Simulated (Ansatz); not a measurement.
The parent structure is ZnGeP2 in the chalcopyrite structure (space group I-42d, No. 122).

```xyz
8
Lattice="-2.7121 2.7121 5.3549 2.7121 -2.7121 5.3549 2.7121 2.7121 -5.3549" Properties=species:S:1:pos:R:3 pbc="T T T"
Zn     0.0000     0.0000     0.0000
Zn     0.0000     2.7121     2.6774
Ge     0.0000     0.0000     5.3549
Ge     2.7121     0.0000     2.6774
P      1.3471     1.3561     6.6936
P      1.3561    -1.3471     4.0161
P      1.3651     1.3561     1.3387
P      1.3561     4.0592    -1.3387
```

Cartesian axes are those of the cell as printed.

All numbers come from PBEsol/PAW in Ansatz (a program for electronic structure), no spin-orbit coupling.

For the base:

- Valence-band top at Γ: 0.00, -0.07, -0.07 eV
- Shortest interatomic distance: 2.334 Å
- Hole mass: 0.096 mₑ along c, 0.33 mₑ across (at Γ)

The change: uniaxial strain ε_xx = −2.25 %, all other strain components held at zero, atoms relaxed at fixed cell.

Problem. What does the calculation give for the valence-band top at Γ, energy relative to the base, shortest interatomic distance, largest internal atomic displacement and hole mass after the change?

Solution. The valence-band top at Γ (three highest levels, from the VBM) becomes 0.00, -0.06, -0.14 eV (base: 0.00, -0.07, -0.07 eV); the energy grows by 4.1 meV/atom; the shortest interatomic distance shrinks by 0.017 Å to 2.317 Å; the largest internal atomic displacement is 0.010 Å; the hole mass goes from 0.096 mₑ along c, 0.33 mₑ across (at Γ) to 0.11 mₑ along x, 0.33 mₑ along y, 0.31 mₑ along z (at Γ).

The levels and masses belong to the bands next to the band gap. Effective masses come from finite differences of ±0.01 Å⁻¹. Whether these cells are dynamically stable was not tested.
